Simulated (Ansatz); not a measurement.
The starting structures come from a database of crystals and need not be the phases stable at ambient conditions.

 Where the default PAW files enter, the runs use the earlier of Ansatz's two default sets.

Inside the gap of an insulator the Bloch states are evanescent, with a wavenumber k + iκ along the transport direction.

Data:

```
CaC2
1.0
    3.85581     0.00000     0.00000
    1.83989     3.52069     0.00000
   -0.40962    -1.00164     7.18187
Ca C
2 4
Direct
  0.77445   0.01940   0.75247
  0.22555   0.98060   0.24753
  0.86855   0.59949   0.06016
  0.13145   0.40051   0.93984
  0.55184   0.36559   0.43396
  0.44816   0.63441   0.56604
```

Space group of this cell: P-1. The cell is taken as given.

Transport runs along the normal of the first two printed cell vectors.

The gap is the functional's own, uncorrected, and κ follows it; spin-orbit coupling is left out. Mid-gap values are interpolated between the computed energies.

Q: Compute, with r2SCAN (Ansatz, a quantum-chemistry and plane-wave program), the band gap and the smallest decay constant κ at mid-gap.

A: Gap 2.68 eV on a 10×10×4 mesh; κ = 0.382 1/Å, at the zone centre.
